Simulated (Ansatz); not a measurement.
The starting structures come from a database of crystals and need not be the phases stable at ambient conditions.

 Where the default PAW files enter, the runs use the earlier of Ansatz's two default sets.

By PBEsol, the system below comes out a metal.

A figure of merit of an interconnect metal is its ballistic conductance per area.

Consider the following.

```xyz
12
Lattice="4.8053 0.0000 0.0000 0.0000 6.7957 0.0000 0.0000 3.3979 3.3979" Properties=species:S:1:pos:R:3 pbc="T T T"
Ir     0.0000     3.3979     0.0000
Ir     2.4027     1.6989     1.6989
Ir     0.0000     0.0000     0.0000
Ir     2.4027     5.0968     1.6989
O      3.1241     5.7755     0.0000
O      1.6812     1.0202     0.0000
O      0.7214     6.1170     1.6989
O      4.0839     4.0766     1.6989
O      1.6812     3.3979     1.0202
O      3.1241     6.7957     2.3776
O      4.0839     1.6989     0.6787
O      0.7214     8.4947     2.7192
```

Space group of this cell: Pa-3. The cell is strained (all lengths scaled by 0.98); by PBEsol its mean pressure is 12.9 GPa.

The current flows along the normal of the first two printed cell vectors, the (110) plane of the conventional cell. No spin-orbit coupling; the value is a mean over 0.1 eV about the Fermi level.

Q: Estimate the ballistic conductance per area that PBEsol in Ansatz (a first-principles code) returns for this system.

A: 0.93 × 10¹⁵ S/m² for both spins.
